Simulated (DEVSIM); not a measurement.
System: Schottky contact on p-type GaAs, at 300 K.

Layer 1 from the left is GaAs, thickness (μm) 3.30, Na (cm⁻³) 2.8e15, τn (s) 7.8e-10, τp (s) 7.8e-10.

Left contact: Schottky, work function 4.394 eV, emission velocity 4.1e6 cm/s. Right contact: ohmic. Voltage is applied to the left contact. Recombination: SRH at mid-gap, Auger. Mobility is μmin + (μ − μmin)/(1 + (N/Nref)^α).

This is a model device: material constants are rounded textbook-type values typed into the input, and sizes, dopings and lifetimes were drawn at random. Values at 300 K.

GaAs: gap (eV) 1.424, affinity (eV) 4.07, permittivity 12.9, Nc (cm⁻³) 4.7e17, Nv (cm⁻³) 9e18, μn (cm²/Vs) 8500, μp (cm²/Vs) 400, μn,min 500, μp,min 20, Nref,n 6e16, Nref,p 1.5e17, αn 0.39, αp 0.38, Cn (cm⁶/s) 1e-30, Cp (cm⁶/s) 1e-30.

Simulated with DEVSIM: 1D drift-diffusion, Boltzmann statistics, complete ionisation; no tunnelling, impact ionisation, image-force lowering or self-heating. Metal contacts follow the ideal Schottky-Mott rule: no Fermi-level pinning, no interface dipoles.

Dark forward current:

| |V| (V) | |J| (A/cm²) |
|---|---|
| 0.05 | 1.761e-9 |
| 0.10 | 6.175e-9 |
| 0.15 | 1.816e-8 |
| 0.20 | 5.208e-8 |
| 0.25 | 1.543e-7 |
| 0.30 | 5.012e-7 |
| 0.35 | 1.911e-6 |
| 0.40 | 8.892e-6 |
| 0.45 | 4.902e-5 |
| 0.50 | 0.0002995 |
| 0.55 | 0.001919 |
| 0.60 | 0.01247 |
| 0.65 | 0.08031 |
| 0.70 | 0.4933 |
| 0.75 | 2.562 |
| 0.80 | 9.042 |
| 0.85 | 20.79 |
| 0.90 | 36.14 |
| 0.95 | 53.62 |
| 1.00 | 72.40 |
| 1.05 | 92.03 |
| 1.10 | 112.2 |
| 1.15 | 132.9 |
| 1.20 | 153.8 |
| 1.25 | 175.0 |
| 1.30 | 196.4 |

Q: Work out the local ideality factor n = ΔV / (kT/q · ln(J2/J1)) between the rows 0.15 and 0.20 V, 0.55 and 0.60 V, 1.25 and 1.30 V.

A: kT/q = 25.85 mV. From 0.15 to 0.20 V: ln(5.208e-8/1.816e-8) = 1.054, n = 1.84. From 0.55 to 0.60 V: ln(0.01247/0.001919) = 1.872, n = 1.03, near the 1 of diffusion or emission over a barrier. From 1.25 to 1.30 V: ln(196.4/175.0) = 0.115, n = 16.77; the layers' resistance at their doping, Σ W/(qμN) = 0.0022 Ω cm², would take 48 mV of this step of 50 mV.

Q: Estimate the current at 0.55 V for emission alone, J0 = q v N_band exp(−φB/kT), and read the barrier back from the simulated current.

A: φB = 1.100 eV, N_band = 9.00e18 cm⁻³, J0 = 1.95e-12 A/cm²; J = J0 (exp(qV/kT) − 1) = 0.00340 A/cm². The simulation gives 0.00192 A/cm²; the estimate lies 77 % above. Read backwards, the simulated current gives an apparent barrier of 1.115 eV. The estimate leaves out transport through the depletion region and minority injection.
